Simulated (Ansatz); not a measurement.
## Hypothetical Pm-3n SiC: response to strain

Base system: SiC (space group Pm-3n, No. 223; a = 5.331 Å; a hypothetical phase, not in the database extracts checked). Axes: x, y, z lie along the cube axes.

Strains are applied to the cell and any free atomic positions relax; under biaxial strain the out-of-plane vector relaxes too.

The values are results of PBEsol (Ansatz, a program for electronic structure), no spin-orbit coupling, not measurements.

Notes on the quantities. energy relative to the base: free energy F.

| change | energy relative to the base | shortest interatomic distance | smallest direct gap |
|---|---|---|---|
| base | 0 meV/atom | 1.885 Å | 1.96 eV |
| biaxial strain −2.15 %, plane normal [001], relaxed out of plane | +16 meV/atom | 1.854 Å | 1.70 eV |
| isotropic strain +2.54 % | +37 meV/atom | 1.933 Å | 1.95 eV |
| uniaxial strain ε_zz = −1.31 % | +2.7 meV/atom | 1.874 Å | 1.78 eV |
| tensor shear ε_yz = −0.73 % | +0.7 meV/atom | 1.883 Å | 1.94 eV |

Stability against distortions was not tested.
